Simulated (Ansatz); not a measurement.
## Effective masses and thermopower of V2O5 (C2/c)

Input:

```yaml
crystal:
  lattice:
    - [5.92677, -2.31969, -0.00181]
    - [5.92677, 2.31969, -0.00181]
    - [-1.25284, 0.00000, 5.15450]
  atoms:
    - { symbol: V, position: [0.61965, 0.09727, 0.75672] }
    - { symbol: V, position: [0.38035, 0.90273, 0.24328] }
    - { symbol: V, position: [0.90273, 0.38035, 0.74328] }
    - { symbol: V, position: [0.09727, 0.61965, 0.25672] }
    - { symbol: O, position: [0.33130, 0.44815, 0.51623] }
    - { symbol: O, position: [0.66870, 0.55185, 0.48377] }
    - { symbol: O, position: [0.55185, 0.66870, 0.98377] }
    - { symbol: O, position: [0.44815, 0.33130, 0.01623] }
    - { symbol: O, position: [0.13558, 0.27258, 0.13188] }
    - { symbol: O, position: [0.86442, 0.72742, 0.86812] }
    - { symbol: O, position: [0.72742, 0.86442, 0.36812] }
    - { symbol: O, position: [0.27258, 0.13558, 0.63188] }
    - { symbol: O, position: [0.88486, 0.11514, 0.75000] }
    - { symbol: O, position: [0.11514, 0.88486, 0.25000] }
```

Level of theory: PBEsol, rigid bands (plane waves, PAW, scalar-relativistic; Ansatz, a first-principles code). How the cell was made: cell and atoms relaxed with PBEsol.

The band gap is 1.32 eV. The electron conductivity mass (300 K, dilute) is 0.61 (x), 2.3 (y), 4.6 (z) mₑ. The hole conductivity mass (300 K, dilute) is 2.6 (x), 1.64 (y), 3.7 (z) mₑ. The effective density of states N_c (300 K) comes out as 1.6e20 cm⁻³ and the effective density of states N_v (300 K) is 1.7e20 cm⁻³. The density-of-states mass, electrons is 3.5 mₑ. The density-of-states mass, holes comes out as 3.5 mₑ and the Seebeck coefficient, n-type 1e19 cm⁻³, 300 K comes out as -442 μV/K. The best n-type power factor at 300 K for τ = 10 fs (best axis; densities from 1e16 to 1e21 cm⁻³ tried, whether or not they can be reached) is 37 μW/(cm·K²) at 3e20 cm⁻³ and the Seebeck coefficient, p-type 1e19 cm⁻³, 300 K comes out as 445 μV/K.

Rigid bands; masses and Seebeck coefficients take one relaxation time τ for all states and one kind of carrier; polarons and phonon drag are left out. Spin-orbit coupling is left out; where it splits the top of the valence band, N_v and the p-type Seebeck coefficient come out somewhat high without it.

Computed structure with no diffraction record at hand here (it may be known, metastable or hypothetical): V2O5 (C2/c). Treated as nonmagnetic, magnetic states not searched for: V2O5 (C2/c).
